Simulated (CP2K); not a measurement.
Band structure of Rb3Zn (I4/mmm, 4 atoms in the cell).

```
CELL_PARAMETERS angstrom
      7.72182     0.00000     0.00000
      2.61544     7.26540     0.00000
     -5.16863    -3.63270     4.44019
ATOMIC_POSITIONS crystal
  Rb 0.75000 0.25000 0.50000
  Rb 0.25000 0.75000 0.50000
  Rb 0.50000 0.50000 0.00000
  Zn 0.00000 0.00000 0.00000
```

Method of the run: LDA (Pade form), GPW, DZVP-MOLOPT-SR-GTH basis, GTH-PADE potentials (GTH_POTENTIALS) (CP2K).

Settings: CUTOFF = 600 Ry; REL_CUTOFF = 50 Ry; SMEAR/METHOD = GAUSSIAN; SIGMA = 0.272 eV; KPOINTS/SCHEME = MONKHORST-PACK 5 5 5; XC_FUNCTIONAL = PADE; Rb/BASIS_SET = DZVP-MOLOPT-SR-GTH-q9; Rb/POTENTIAL = GTH-PADE-q9; Zn/BASIS_SET = DZVP-MOLOPT-SR-GTH-q12; Zn/POTENTIAL = GTH-PADE-q12; METHOD = GPW; EPS_DEFAULT = 1e-10; EXTRAPOLATION = USE_GUESS; NGRIDS = 5.

The starting cell comes from a database of computed structures (which also holds hypothetical and non-ambient phases and stackings), without a prior relaxation at this level. Values carry the incompleteness of an atom-centred basis.

Levels in eV from the Fermi level, bands 17 to 22:
```csv
point,17,18,19,20,21,22
Γ,-7.04,-3.84,-0.58,0.55,0.96,0.96
X,-7.04,-3.35,-0.53,0.22,0.39,0.44
Y,-7.04,-3.36,-0.41,-0.24,-0.13,0.87
S,-7.04,-3.42,-0.82,-0.78,1.00,1.16
Z,-7.04,-3.55,-1.39,0.20,1.16,1.16
S1,-7.04,-3.42,-0.82,-0.78,1.00,1.16
N,-7.04,-3.44,-1.14,0.17,0.48,0.95
P,-7.04,-3.35,-0.28,-0.28,0.14,0.72
Y1,-7.04,-3.36,-0.41,-0.24,-0.13,0.87
```

Bands cross the Fermi level along this path, so the cell is metallic at this level.

Higher empty bands are left out: an atom-centred basis made for the valence describes them poorly.
